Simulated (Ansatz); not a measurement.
B₂O₃ (P3₁21, No. 152)

These are LDA in Ansatz (PAW) values and carry that method's errors.

Numerical settings: plane-wave cutoff 520 eV, 12×12×4 k mesh (along the axes of the cell as run), perturbation theory, scalar-relativistic PAW data made under PBE.

Cell (relaxed at this level):

```
B2O3
1.0
    4.28980     0.00000     0.00000
   -2.14490     3.71508     0.00000
    0.00000     0.00000     8.05367
O B
9 6
Direct
  0.60171   0.16292   0.12507
  0.83708   0.43879   0.45840
  0.56121   0.39829   0.79173
  0.16292   0.60171   0.87493
  0.43879   0.83708   0.54160
  0.39829   0.56121   0.20827
  0.14745   0.00000   0.33333
  0.00000   0.14745   0.66667
  0.85255   0.85255   0.00000
  0.39544   0.24257   0.22650
  0.75743   0.15287   0.55983
  0.84713   0.60456   0.89317
  0.24257   0.39544   0.77350
  0.15287   0.75743   0.44017
  0.60456   0.84713   0.10683
```

```yaml
electronic dielectric constant ε∞ (mean over three axes): 2.99
static dielectric constant (mean over three axes): 6.22
```

Note: the volume lies 5 % below that of the published cell.

Cost on a shared machine: around 2.9 core-hours (rough).

Ansatz is a quantum-chemistry and plane-wave program.
